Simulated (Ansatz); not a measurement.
What pressure 3 GPa does to SrTiO3

Start from SrTiO$_{3}$ in the cubic perovskite structure (space group Pm-3m, No. 221; a = 3.8542 Å).

Perturbation: a hydrostatic pressure of 3 GPa.

Level of theory: LDA, PAW, 420 eV (Ansatz, a program for electronic structure; no spin-orbit coupling). Settings: 9×9×9 k-points, 0.05 eV Fermi–Dirac smearing.

| quantity | base | changed | shift |
|---|---|---|---|
| volume per atom | 11.45 Å³ | 11.29 Å³ | -0.16 Å³ |
| density | 5.32 g/cm³ | 5.40 g/cm³ | +0.08 g/cm³ |
| lattice parameter a | 3.854 Å | 3.836 Å | -0.018 Å |
| band gap | 1.85 eV | 1.88 eV | +0.024 eV |
| gap character | indirect, R → Γ | indirect, R → Γ | – |
| smallest direct gap | 2.17 eV | 2.19 eV | +0.013 eV |
| width of the top valence band | 1.07 eV | 1.10 eV | +0.024 eV |

Final structure:

```yaml
crystal:
  lattice:
    - [3.83572, 0.00000, 0.00000]
    - [0.00000, 3.83572, 0.00000]
    - [0.00000, 0.00000, 3.83572]
  atoms:
    - { symbol: Sr, position: [0.00000, 0.00000, 0.00000] }
    - { symbol: Ti, position: [0.50000, 0.50000, 0.50000] }
    - { symbol: O, position: [0.50000, 0.00000, 0.50000] }
    - { symbol: O, position: [0.00000, 0.50000, 0.50000] }
    - { symbol: O, position: [0.50000, 0.50000, 0.00000] }
```

Load acts through the strain it causes; cell and atoms are relaxed under it. No phonon test of stability was made. The final runs are not spin-polarised. Many cubic perovskites are stable only at high temperature; tilts and polar distortions were not tested.
